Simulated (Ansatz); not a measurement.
The parent structure is PbTe in the rock salt structure (space group Fm-3m, No. 225; a = 6.380 Å).

Computed with DFT with LDA, PAW potentials and a 420 eV plane-wave cutoff in Ansatz (an electronic-structure program), no SOC.

Strains are applied to the cell and any free atomic positions relax.

One change was made to it. Results:

The band gap shrinks by 0.23 eV to 0.34 eV; the energy grows by 45 meV/atom; the electron mass becomes 0.16 mₑ along k, 0.092 mₑ across (at L) (base: 0.24 mₑ along k, 0.095 mₑ across (at L)); the hole mass changes from 0.33 mₑ along k, 0.065 mₑ across (at L) to 0.20 mₑ along k, 0.042 mₑ across (at L).

Problem. What was done to the base?
(A) isotropic strain +2.50 %
(B) isotropic strain +3.00 %
(C) isotropic strain +1.00 %
(D) isotropic strain −0.50 %
(E) isotropic strain −3.00 %

Solution. E, isotropic strain −3.00 %. For comparison, the band gap in the other runs: isotropic strain −0.50 % gives 0.54 eV; isotropic strain +3.00 % gives 0.74 eV; isotropic strain +1.00 % gives 0.63 eV; isotropic strain +2.50 % gives 0.72 eV.

With Pb and Te present, leaving out spin-orbit coupling can change the band edges. Effective masses come from finite differences of ±0.01 Å⁻¹. Along k means along the line from Γ to the band edge. Whether these cells are dynamically stable was not tested.
